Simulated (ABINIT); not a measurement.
A self-consistent single point of YIr2 (Fd-3m, 6 atoms in the cell) with ABINIT.

Computed with PBEsol, PAW (JTH v2.0 PBE PAW, files made for PBE) (plane waves; ABINIT 10.0.3).

```
CELL_PARAMETERS angstrom
      0.00000     3.77473     3.77473
      3.77473     0.00000     3.77473
      3.77473     3.77473     0.00000
ATOMIC_POSITIONS crystal
  Y  0.50000 0.50000 0.50000
  Y  0.75000 0.75000 0.75000
  Ir 0.62500 0.12500 0.12500
  Ir 0.12500 0.12500 0.62500
  Ir 0.12500 0.62500 0.12500
  Ir 0.12500 0.12500 0.12500
```

Reference input (self-consistent single point, DFT, PBEsol, plane waves, PAW (JTH v2.0 PBE PAW, files made for PBE)): pseudos = [Y.GGA_PBE-JTH.xml, Ir.GGA_PBE-JTH.xml]; ecut = 20 Ha; pawecutdg = 40 Ha; pawxcdev = 0; ixc = -116133; occopt = 3; tsmear = 0.00367493 Ha; ngkpt = 4 4 4; nshiftk = 1; shiftk = 0 0 0; potentials = JTH v2.0 PBE PAW; nband = 52. This run's input differs from it in these lines:

```diff
@@ -25,3 +25,3 @@
 occopt 3
-tsmear 0.00367493
+tsmear 0.00734986
 nband 52
```

Output, abridged:

```
--- !BeginCycle
solver: {iscf: 17, nstep: 50, nline: 4, wfoptalg: 10, }
tolerances: {tolvrs: 1.00E-10, }
...

     iter   Etot(hartree)      deltaE(h)  residm     nres2
 ETOT  1  -381.64975740879    -3.816E+02 1.321E+00 6.162E+01
 ETOT  2  -386.21333528891    -4.564E+00 1.246E-01 3.115E+01
 ETOT  3  -386.07252280219     1.408E-01 2.763E-02 3.330E+00
 ETOT  4  -386.06767068372     4.852E-03 6.433E-03 1.904E+00
 ETOT  5  -386.06152161155     6.149E-03 2.889E-03 3.162E-02
   [... 8 lines left out ...]
 ETOT 14  -386.06187790987    -4.301E-09 1.143E-03 1.984E-09
 ETOT 15  -386.06187791127    -1.404E-09 8.296E-04 7.497E-10
 ETOT 16  -386.06187791175    -4.763E-10 8.706E-04 4.080E-10
 ETOT 17  -386.06187791191    -1.642E-10 5.712E-04 3.954E-11
 At SCF step   17       nres2   =  3.95E-11 < tolvrs=  1.00E-10 =>converged.

 Cartesian components of stress tensor (hartree/bohr^3)
  sigma(1 1)=  1.32455169E-04  sigma(3 2)=  0.00000000E+00
  sigma(2 2)=  1.32455169E-04  sigma(3 1)=  0.00000000E+00
  sigma(3 3)=  1.32455169E-04  sigma(2 1)=  0.00000000E+00

 ----iterations are completed or convergence reached----

 reduced coordinates (array xred) for    6 atoms
       0.500000000000      0.500000000000      0.500000000000
       0.750000000000      0.750000000000      0.750000000000
       0.625000000000      0.125000000000      0.125000000000
       0.125000000000      0.125000000000      0.625000000000
       0.125000000000      0.625000000000      0.125000000000
       0.125000000000      0.125000000000      0.125000000000
 cartesian forces (eV/Angstrom) at end:
   [... lines left out ...]
 Fermi (or HOMO) energy (hartree) =   0.45193   Average Vxc (hartree)=  -0.44681
   [... lines left out ...]
'-kT*entropy'       : -2.21254871484529E-02
total_energy        : -3.86061875754231E+02
total_energy_eV     : -1.05052778948600E+04
...

-Cartesian components of stress tensor (GPa)         [Pressure= -3.8970E+00 GPa]
- sigma(1 1)=  3.89696497E+00  sigma(3 2)=  0.00000000E+00
- sigma(2 2)=  3.89696497E+00  sigma(3 1)=  0.00000000E+00
- sigma(3 3)=  3.89696497E+00  sigma(2 1)=  0.00000000E+00

 Calculation completed.
```

The run converged in 17 iterations. Against the reference run the free energy falls by 36.1 meV/atom and the pressure goes from -4.34 to -3.90 GPa.

The starting cell comes from a database of computed structures (which also holds hypothetical and non-ambient phases and stackings), without a prior relaxation at this level. Spin polarisation is off. The potentials were made for another functional than the one used. With a pressure of about -4 GPa the cell is away from its equilibrium volume at this level.

Cost on one core of a shared machine: roughly 4 min.
